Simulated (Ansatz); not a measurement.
The starting structures come from a database of crystals and need not be the phases stable at ambient conditions.

 Where the default PAW files enter, the runs use the earlier of Ansatz's two default sets.

Given:

```xyz
4
Lattice="4.5062 0.0000 0.0000 0.0000 4.5062 0.0000 0.0000 0.0000 6.3488" Properties=species:S:1:pos:R:3 pbc="T T T"
Al     0.0000     0.0000     0.0000
In     2.2531     2.2531     3.1744
Sb     0.0000     2.2531     1.4816
Sb     2.2531     0.0000     4.8672
```

Space group of this cell: P-4m2. The cell is taken as given.

Method: r2SCAN (plane waves, PAW; Ansatz, a first-principles code).

The current runs along the normal of the first two printed vectors; no spin-orbit coupling. Scaled by the factor s: the length along the current (ions clamped). Meshes 8×8×6 and 8×8 across the current in all rows.

```tsv
s	mean pressure (GPa)	band gap (eV)
0.97	1.5	?
1.00	-0.1	0.94
1.03	-1.4	0.67
```

Q: Take the slope of the band gap against ln s from the two given rows, extrapolate to s = 0.97, and say what the run there gives.

A: Slope = (0.67 − 0.94) / ln 1.03 = -9.13 eV. The line gives 0.94 + (-9.13) × ln 0.97 = 1.22 eV. The run gives 1.15 eV, 0.07 eV under the line, 25 % of the predicted step.
